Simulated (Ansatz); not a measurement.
AlN: stress against strain

AlN (wurtzite, P6_3mc, 10.645 Å³/atom and stress up to 0.01 GPa in the relaxed cell, c along z) under a strain ε along c (axis z), the other axes held. PBE in Ansatz, a plane-wave DFT program (PAW, default set), 420 eV, 12×12×7 Γ-centred mesh, Fermi-Dirac smearing 0.05 eV; ions are relaxed, or left where forces stay under 0.02 eV/Å, within the symmetry of each cell. Stress is positive for a compressed cell.

Here s stands for strain and y for stress zz.

```
strain (%)  stress zz (GPa)
----------  ---------------
-3.00                     ?
-1.20                  4.25
-0.60                  2.12
0.00                   0.01
0.60                  -2.10
1.20                  -4.20
```

Taking a straight line for y over the 5 complete rows: Means: s 0, y 0.016. About the means, the sum of products is -12.672 and the sum of squares of s is 3.6000; the slope is their ratio. Least squares gives y = 0.016 - 3.5200·s. Residuals (row less fit): 0.010, -0.008, -0.006, -0.004, 0.008; standard error 0.010 (degrees of freedom: 3). The slope gives the elastic constant C33 = 352.0 ± 0.5 GPa (± standard error of the fit, which holds the terms cut off).

Task: What does the fit predict for y at s = -3.00, and how far is the calculated value from it?

Result: y = 0.016 - 3.5200 × (-3.0) = 10.576 GPa. The calculation gives 10.44 GPa, 0.136 GPa below the prediction (0.9 % of the range of y in the table). The row lies outside the fitted rows, so this is an extrapolation. From the scatter of the fitted rows alone, a prediction at this place has a standard error of 0.019 GPa, so the miss is 7.2 times that.

A polynomial of degree 2 through the 10 other runs of the series gives 10.52 there. Rows are the converged runs of the series near zero and its far end, less any whose ions stayed unrelaxed beside relaxed ones; series whose fitted rows scatter by over a few per cent of the range, as at a crossing or softening among them, aren't shown in this form. Most that stay on the fit to the last digits aren't either.
